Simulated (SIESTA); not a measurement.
Band structure of AgCl (Fm-3m, 2 atoms in the cell).

```xyz
2
Lattice="0.0000 2.7727 2.7727 2.7727 0.0000 2.7727 2.7727 2.7727 0.0000" Properties=species:S:1:pos:R:3 pbc="T T T"
Ag     0.0000     0.0000     0.0000
Cl     2.7727     2.7727     2.7727
```

Level of theory: GGA PBEsol, numerical atomic orbitals DZP, PseudoDojo PBEsol standard norm-conserving potentials (rewritten from UPF to PSML) in SIESTA.

Settings: XC.functional = GGA; XC.authors = PBEsol; potentials = PseudoDojo PBEsol standard; PAO.BasisSize = DZP; PAO.EnergyShift = 0.005 Ry; MeshCutoff = 400 Ry; kgrid.MonkhorstPack = 10 10 10; OccupationFunction = FD; ElectronicTemperature = 10 K; MaxSCFIterations = 150; SCF.Mixer.Method = Pulay; SCF.Mixer.Weight = 0.25; SCF.Mixer.History = 8; SCF.DM.Tolerance = 1.0E-05.

The starting cell comes from a database of computed structures (which also holds hypothetical and non-ambient phases and stackings), without a prior relaxation at this level. Values carry the incompleteness of an atom-centred basis.

### Question
Predict the gap along the standard path and the places of the band edges.

### Answer
The gap along the path is 1.02 eV, from L to Γ; the smallest direct gap on it is 3.11 eV.

Levels in eV from the top of the valence band on the path, bands 10 to 14:
| point | 10 | 11 | 12 | 13 | 14 |
|---|---|---|---|---|---|
| Γ | -2.41 | -2.35 | -2.35 | -2.35 | 1.02 |
| X | -2.22 | -1.94 | -1.94 | -1.87 | 2.38 |
| W | -1.95 | -1.95 | -1.94 | -1.19 | 4.24 |
| K | -1.99 | -1.82 | -1.64 | -1.06 | 3.66 |
| L | -2.05 | -1.72 | 0.00 | 0.00 | 4.22 |
| U | -1.99 | -1.82 | -1.64 | -1.06 | 3.66 |

Higher empty bands are left out: an atom-centred basis made for the valence describes them poorly.
